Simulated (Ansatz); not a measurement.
Defect migration in monoclinic ZrO2: La-vacancy pair (La on one host Zr site, one O site vacant), charge state +1. The step: one O atom jumps into the vacancy from a nearby O site (La-vacancy distance between ideal sites 2.06 → 4.46 Å); the atom moves 2.24 Å along (0.13, 0.38, 0.18) of the unit cell; the moving atom starts with neighbours O at 2.60, O at 2.65; Zr at 2.05, Zr at 2.14, Zr at 2.20 Å and ends with La at 2.35; O at 2.46; Zr at 1.97, Zr at 2.22 Å. DFT values are from Ansatz (plane-wave PAW, 420 eV unless said) in a cell of 96 host sites, spin-restricted, static, with no finite-size correction. The charge state is imposed; whether it is stable for some Fermi level was not computed. Forms of the defect that were not tried may lie lower. The start lies 0.33 eV above the lowest site run (PBE). For the PBE band: the program found a first-order saddle point.

```
Level                                                              Forward barrier (eV)  Cost of the band or of the saddle's single point
-----------------------------------------------------------------  --------------------  ------------------------------------------------
CHGNet universal potential (has no charge state), its own band                     0.68                                                 -
PBE, the Γ point alone, band relaxed                                               0.86                           roughly 19 core-minutes
PBE, a 2×2×2 k-point mesh shifted by half a step, same geometries                  0.85                          roughly 2.6 core-minutes
r2SCAN at 500 eV, the Γ point alone, same geometries                         (withheld)                           roughly 50 core-seconds
```

Complete the blanks.


- r2SCAN at 500 eV, the Γ point alone, same geometries, Forward barrier (eV): 0.92

Ansatz is a first-principles code.
